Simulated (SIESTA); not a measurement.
Worked example: self-consistent single point of Cr2TeSe (P-6m2, 4 atoms in the cell) in SIESTA.

Method of the run: GGA PBEsol, numerical atomic orbitals DZP, PseudoDojo PBEsol standard norm-conserving potentials (rewritten from UPF to PSML) in SIESTA.

```
Cr2TeSe
1.0
    3.96139     0.00000     0.00000
   -1.98070     3.43066     0.00000
    0.00000     0.00000     6.33777
Cr Te Se
2 1 1
Cartesian
  1.98070   1.14355   1.50680
  1.98070   1.14355   4.83097
  0.00000   0.00000   3.16888
  0.00000   2.28711   0.00000
```
Moments meant for the start (each program seeds them in its own way; μB, in the order of the atoms Cr Cr Te Se): 3.0 3.0 0.0 0.0.

Reference input (self-consistent single point, DFT, GGA PBEsol, numerical atomic orbitals DZP, PseudoDojo PBEsol standard norm-conserving potentials (rewritten from UPF to PSML)): XC.functional = GGA; XC.authors = PBEsol; potentials = PseudoDojo PBEsol standard; PAO.BasisSize = DZP; PAO.EnergyShift = 0.005 Ry; MeshCutoff = 300 Ry; kgrid.MonkhorstPack = 6 6 3; OccupationFunction = FD; ElectronicTemperature = 100 meV; Spin = polarized; DM.InitSpin = [1 +3.00, 2 +3.00, 3 +0.00, 4 +0.00]; MaxSCFIterations = 150. This run's input differs from it in these lines:

```diff
@@ -31,4 +31,4 @@
 %block kgrid.MonkhorstPack
-    6   0   0  0.0
-    0   6   0  0.0
+    5   0   0  0.0
+    0   5   0  0.0
     0   0   3  0.0
```

Output (repeated stretches shortened):

```
        iscf     Eharris(eV)        E_KS(eV)     FreeEng(eV)     dDmax    Ef(eV) dHmax(eV)
   scf:    1   -10898.021220   -10952.178992   -10952.372308  0.525879 -0.845367 22.141290
     spin moment: {S} , |S| = {        0.0        0.0    5.47767 }     5.47767
   scf:    2   -10985.777808   -10971.448818   -10971.596247  0.154036 -1.995093 11.459860
     spin moment: {S} , |S| = {        0.0        0.0    6.45626 }     6.45626
   scf:    3   -10980.157309   -10977.837982   -10977.944943  0.170771 -3.230157  2.130735
     spin moment: {S} , |S| = {        0.0        0.0    7.00715 }     7.00715
   [... lines left out ...]
     spin moment: {S} , |S| = {        0.0        0.0    7.87843 }     7.87843
   scf:   15   -10978.337294   -10978.337291   -10978.400056  0.000051 -3.410376  0.002428
     spin moment: {S} , |S| = {        0.0        0.0    7.87869 }     7.87869
   scf:   16   -10978.337300   -10978.337295   -10978.400058  0.000167 -3.410548  0.000799
     spin moment: {S} , |S| = {        0.0        0.0    7.87940 }     7.87940
   scf:   17   -10978.337298   -10978.337296   -10978.400058  0.000074 -3.410614  0.000412
     spin moment: {S} , |S| = {        0.0        0.0    7.87968 }     7.87968
SCF Convergence by DM+H criterion
max |DM_out - DM_in|         :     0.0000740007
max |H_out - H_in|      (eV) :     0.0004122435
SCF cycle converged after 17 iterations

Using DM_out to compute the final energy and forces

siesta: E_KS(eV) =           -10978.3373

siesta: E_KS - E_eggbox =    -10978.3373

siesta: Atomic forces (eV/Ang):
     1    0.000030   -0.000018    0.091158
     2    0.000030   -0.000018   -0.091158
     3   -0.000239    0.000138   -0.000001
     4    0.000170   -0.000098    0.000001
   Tot   -0.000008    0.000004    0.000000
   Max    0.091158
   Res    0.037215    sqrt( Sum f_i^2 / 3N )
   Max    0.091158    constrained

Stress tensor Voigt[x,y,z,yz,xz,xy] (kbar):       28.72       29.54       33.80       -0.00        0.00        0.72
(Free)E + p*V (eV/cell)   -10980.0498
   [... lines left out ...]
siesta: FreeEng =    -10978.400058
siesta: Cell volume =         86.131550 Ang**3
siesta:         -30.68740348        -28.80761057  kBar
   [... lines left out ...]

              0.017   0.009

mulliken: Qtot =       26.060

Mulliken Atomic Populations:
Atom #   charge [q] valence [e]      Sz [e]  Species
     1     0.010241   13.989759    4.231139  Cr
     2     0.010241   13.989759    4.231140  Cr
     3     0.004773   15.995227   -0.319876  Te
     4    -0.025255   16.025255   -0.262719  Se
 Total    -0.000000                7.879685
```

The run converged in 17 iterations. Against the reference run the free energy goes up by 2.2 meV/atom, the pressure goes from -2.95 to -3.07 GPa, the largest force goes from 0.082 to 0.091 eV/Å and the size of the net moment hardly changes (1.98 to 1.97 μB/atom).

The starting cell comes from a database of computed structures (which also holds hypothetical and non-ambient phases and stackings), without a prior relaxation at this level. The magnetic order is the one reached from the typed start; others were not searched systematically. Values carry the incompleteness of an atom-centred basis. With a pressure of about -3 GPa the cell is away from its equilibrium volume at this level.

Cost on one core of a shared machine: roughly 80 s.
